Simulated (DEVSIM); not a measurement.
Device: Mo/SiO2/n-Si capacitor, at 250 K.

Layer 1 from the left is SiO2, thickness (nm) 54.0. Layer 2 from the left is Si, thickness (nm) 4700, Nd (cm⁻³) 1.5e16.

Metal gate on the left, work function 4.6 eV. Fixed charge at the semiconductor interface 0 cm⁻² (in units of +e); interface traps 1e10 cm⁻² eV⁻¹, uniform in energy, neutral level at 0.5 of the gap above the valence band.

Constants are typed, rounded textbook-type inputs, not results; the design itself was drawn at random and stands for no fabricated device. Values at 300 K; Nc and Nv go as T^1.5, mobilities as T to minus their exponent, the gap by Varshni's rule with the affinity fixed.

SiO2: gap (eV) 9, affinity (eV) 0.9, permittivity 3.9. Si: gap (eV) 1.124, affinity (eV) 4.05, permittivity 11.7, Nc (cm⁻³) 2.86e19, Nv (cm⁻³) 3.1e19, Varshni α (eV/K) 0.000473, Varshni β (K) 636.

Model (solved in DEVSIM): 1D Poisson equation in equilibrium, Boltzmann statistics, complete ionisation; no quantum confinement or tunnelling. Metal contacts follow the ideal Schottky-Mott rule: no Fermi-level pinning, no interface dipoles.

Task: What does the simulation give for the minimum of the low-frequency capacitance?

Result: minimum of the low-frequency capacitance 0.0264 μF/cm².
